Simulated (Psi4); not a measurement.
Psi4 1.11, unrestricted HF/def2-svp: Ge(H)4 anion ([GeH4]), charge -1, multiplicity 2, 5 atoms. The geometry is a generated start, not checked to be a minimum at this level.

| Property | Result |
|---|---|
| task | energy |
| method | scf |
| basis | def2-svp |
| memory | 3 GB |
| maxiter | 100 |
| keys of the molecule block | symmetry c1 |
| scf_type | df (default) |
| guess | auto, which took SAD (default) |
| scf_initial_accelerator | adiis (default) |
| e_convergence | 1e-06 (default) |
| d_convergence | 1e-06 (default) |
| basis functions | 52 |

```xyz
5

Ge    -0.0001     0.0005     0.0038
H     -0.6173    -0.8445    -1.0474
H      0.5437    -0.8643     1.0787
H     -1.0237     0.9147     0.5650
H      1.0974     0.7937    -0.6001
```

Charge -1 and multiplicity 2 are set for this test and not shown to be the ground state.

One run each on 2 threads. Values of diis_max_vecs tried: 3, 6, 10 (default), 20.

Task: Predict the course of the SCF iterations along this series.

Result: Fewest SCF iterations: 20 with 32. The count rises to 55 at 3. All converge to one solution.

| diis_max_vecs | SCF iterations | end |
|---|---|---|
| 3 | 55 | same solution |
| 6 | 36 | same solution |
| 10 (default) | 34 | same solution |
| 20 | 32 | same solution |
